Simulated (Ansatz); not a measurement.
How the polycrystal shear modulus of fluorite NiSi2 moves with the method

No measured value is used here.

```tsv
level (code)	value (GPa)	cell (Å³/atom)
LDA (Ansatz)	54.7	12.77
PBE (Ansatz)	[?]	13.45
PBEsol (Ansatz)	52.0	13.05
r²SCAN (Ansatz)	59.4	13.02
```

Question: Fill in the missing entries.

Answer: 
- PBE (Ansatz, a program for electronic structure), value (GPa): 47.0

The crystal itself was run without spin with LDA, PBE, PBEsol, r²SCAN; a magnetic state was not tried in these runs. Each level is taken at its own relaxed cell. Cutoffs differ between the levels. Ansatz's density-functional and Hartree–Fock values are scalar-relativistic unless marked +SOC, with PAW data made under PBE.
